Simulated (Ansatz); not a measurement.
Bond-angle distributions (per cent of the angles at each element, bins of 10°) of a relaxed model of amorphous Ti20O37N2 at 3.50 g/cm³. Calculation: PBE, scalar-relativistic without spin-orbit coupling (plane waves to 420 eV, PAW; Ansatz, a program for electronic structure).

A CHGNet melt-quench gave the starting glass, which DFT then relaxed. O and N atoms were pushed apart under 1.9 Å during the dynamics, to hinder bonds among them. The hot cell started wider than the set density and was brought back towards it in steps. It is the lowest in DFT energy of 2 quenches. It is a model cell: composition and starting density were chosen by hand, and all elements were melted together. No dispersion term was used. Its density started from a set value of 3.60 and ended at 3.50 g/cm³. Cooling (nominally 570 K/ps over its main leg) ran many orders faster than in experiment, which tends to leave more defects and strain. A cell of this size samples the disorder only roughly. Volume and shape were free in the relaxation. On a 2×2×2 Γ-centred mesh force components of up to 0.26 eV/Å stay, since the relaxation ran on the zone centre alone.

Cut-offs for bonds: Ti-Ti 3.12 Å, Ti-O 2.54 Å, Ti-N 2.54 Å, O-O 1.58 Å, O-N 1.64 Å, N-N 1.70 Å. Two cations that share two anions don't count as bonded, nor two that share one unless they lie closer than Ti-Ti 3.04 Å.

```
angle (°)  at Ti  at O
---------  -----  ----
50-60          0     0
60-70          0     0
70-80         12     0
80-90         21     2
90-100        20    25
100-110       11    16
110-120       13    12
120-130        4    14
130-140        3    14
140-150        5     4
150-160        4     8
160-170        5     2
170-180        0     2
```

They go with these counts of neighbours within the cut-offs, cation contacts included: Ti mean 5.2, most often 5; O mean 2.7, most often 3.
